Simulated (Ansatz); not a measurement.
The starting structures come from a database of crystals and need not be the phases stable at ambient conditions.

Crystal: NbNO (I4_1md, not sure to be the ambient phase, 6 atoms a cell, 13.8 Å³ an atom, -11 GPa at this level); planes in its conventional cell.

Level of theory: PBEsol (plane waves, PAW; Ansatz, a quantum-chemistry and plane-wave program).

No gap correction and no spin-orbit coupling; mid-gap values are interpolated between computed energies.

```
plane  area of the cell (Å²)  mid-gap κ (1/Å)  largest κ in the gap (1/Å)
-----  ---------------------  ---------------  --------------------------
(001)                   15.8             0.31                        0.36
(110)                   29.4                ?                           ?
(100)                   41.6                ?                           ?
```

Question: The slowest decay depends on the direction. Supply the withheld values.

Answer: 
- (110), mid-gap κ (1/Å): 0.16
- (110), largest κ in the gap (1/Å): 0.16
- (100), mid-gap κ (1/Å): 0.15
- (100), largest κ in the gap (1/Å): 0.15
